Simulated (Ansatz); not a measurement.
Here is the system:

End structure of a constructed model of the (110) surface of bcc Ta, a layer of Fe in place of the third plane (bottom of the slab: a bare face, its two planes held):

```
CELL_PARAMETERS angstrom
      2.87436     0.00000     0.00000
     -0.95812     2.70998     0.00000
      0.00000     0.00000    27.50000
ATOMIC_POSITIONS crystal
  Ta 0.50000 0.50000 0.29494
  Ta 0.00000 0.00000 0.38028
  Ta 0.50000 0.50000 0.46496
  Fe 0.00000 0.00000 0.53573
  Ta 0.50000 0.50000 0.60731
  Ta 0.00000 0.00000 0.68897
```

Set-up: 6 atoms, 11.3 Å thick at the start; mesh 14x14x1; 0.1 eV smearing; dipole correction on; 2 atoms held, the rest relaxed; symmetry of the start imposed; spin-polarised, ending with about 1.2 μB a cell; orders that need a larger cell were not tried, no spin-orbit, no U. In PBE it is, or lies within 0.01 eV a 1x1 cell of, the lowest of the 2 structures of its composition computed so far; larger cells were not tried.

Predict the work function of the top face from Ansatz (a first-principles code) with PBE.

4.84 eV
